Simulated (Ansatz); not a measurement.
This Ansatz (an electronic-structure program) input is the reference run, ZnAu in the CsCl type structure (space group Pm-3m, No. 221), computed with PBEsol, PAW, 420 eV (Ansatz; no spin-orbit coupling):

Ansatz 0.2 input:
```yaml
crystal:
  lattice:
    - [3.1286227263, 0, 0]
    - [0, 3.1286227263, 0]
    - [0, 0, 3.1286227263]
  atoms:
    - { symbol: Zn, position: [0.5, 0.5, 0.5] }
    - { symbol: Au, position: [0, 0, 0] }
basis: { ecutwfc: 420, ecutrho_ratio: 4, xc_grid: 2, fft_grid_basis: typed }
kpoints: { mp_grid: { grid: [15, 15, 15] } }
hamiltonian:
  xc: pbesol
  dispersion: none
  pseudopotentials: { kind: paw }
scf: { occupations: { method: fermi_dirac, width: 0.05 }, convergence: { dr2_threshold: 0.0000000002 } }
output: { forces: true, stress: true }
checkpoint: { write: state.ck, write_every: 1000 }
```

**Question.** Write the input for this change: a free-standing slab of 7 layers (14 atoms, 2 a layer) is cut normal to [110], with 15 Å of vacuum and the in-plane cell held at bulk.

**Answer.** 
Ansatz 0.2 input:
```yaml
crystal:
  lattice:
    - [3.1286227263, 0, 0]
    - [0, 4.4245406911, 0]
    - [0, 0, 28.2736220732]
  atoms:
    - { symbol: Zn, position: [0.5, 0.75, 0.2652649166] }
    - { symbol: Au, position: [0, 0.25, 0.2652649166] }
    - { symbol: Zn, position: [0.5, 1.25, 0.3435099444] }
    - { symbol: Au, position: [0, 0.75, 0.3435099444] }
    - { symbol: Zn, position: [0.5, 1.75, 0.4217549722] }
    - { symbol: Au, position: [0, 1.25, 0.4217549722] }
    - { symbol: Zn, position: [0.5, 2.25, 0.5] }
    - { symbol: Au, position: [0, 1.75, 0.5] }
    - { symbol: Zn, position: [0.5, 2.75, 0.5782450278] }
    - { symbol: Au, position: [0, 2.25, 0.5782450278] }
    - { symbol: Zn, position: [0.5, 3.25, 0.6564900556] }
    - { symbol: Au, position: [0, 2.75, 0.6564900556] }
    - { symbol: Zn, position: [0.5, 3.75, 0.7347350834] }
    - { symbol: Au, position: [0, 3.25, 0.7347350834] }
basis: { ecutwfc: 420, ecutrho_ratio: 4, xc_grid: 2, fft_grid_basis: typed }
kpoints: { mp_grid: { grid: [15, 11, 1] } }
hamiltonian:
  xc: pbesol
  dispersion: none
  pseudopotentials: { kind: paw }
scf: { occupations: { method: fermi_dirac, width: 0.05 }, convergence: { dr2_threshold: 0.0000000014 } }
relax: { f_tol: 0.01, max_steps: 50 }
output: { forces: true, stress: true }
checkpoint: { write: state.ck, write_every: 1000 }
```
This is the input that was run; other choices of cell and start would serve too.

Stability against distortions was not tested.
